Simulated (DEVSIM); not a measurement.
Device: Si n-i-p diode, at 400 K.

Layer 1 from the left is Si, thickness (μm) 0.460, Nd (cm⁻³) 7.3e17, τn (s) 9e-6, τp (s) 9e-6. Layer 2 from the left is Si, thickness (μm) 0.500, Na (cm⁻³) 1.1e13, τn (s) 9e-6, τp (s) 9e-6. Layer 3 from the left is Si, thickness (μm) 1.40, Na (cm⁻³) 1.5e19, τn (s) 9e-6, τp (s) 9e-6.

Left contact: ohmic. Right contact: ohmic. Voltage is applied to the left contact. Recombination: SRH at mid-gap, radiative, Auger. Mobility is constant in doping.

This is a model device: material constants are rounded textbook-type values typed into the input, and sizes, dopings and lifetimes were drawn at random. Values at 300 K; Nc and Nv go as T^1.5, mobilities as T to minus their exponent, the gap by Varshni's rule with the affinity fixed.

Si: gap (eV) 1.124, affinity (eV) 4.05, permittivity 11.7, Nc (cm⁻³) 2.86e19, Nv (cm⁻³) 3.1e19, μn (cm²/Vs) 1417, μp (cm²/Vs) 470, T exponent of μn 2.3, T exponent of μp 2.2, B (cm³/s) 4.7e-15, Cn (cm⁶/s) 2.8e-31, Cp (cm⁶/s) 9.9e-32, Varshni α (eV/K) 0.000473, Varshni β (K) 636.

DEVSIM, 1D drift-diffusion, Boltzmann statistics, complete ionisation; no tunnelling, impact ionisation, image-force lowering or self-heating.

Q: What does the simulation give for the potential step across the device at zero bias, the dark forward voltage at 1 A/cm², the dark forward voltage at 100 A/cm²?

A: potential step across the device at zero bias 0.915 V; dark forward voltage at 1 A/cm² 0.465 V; dark forward voltage at 100 A/cm² 0.626 V.
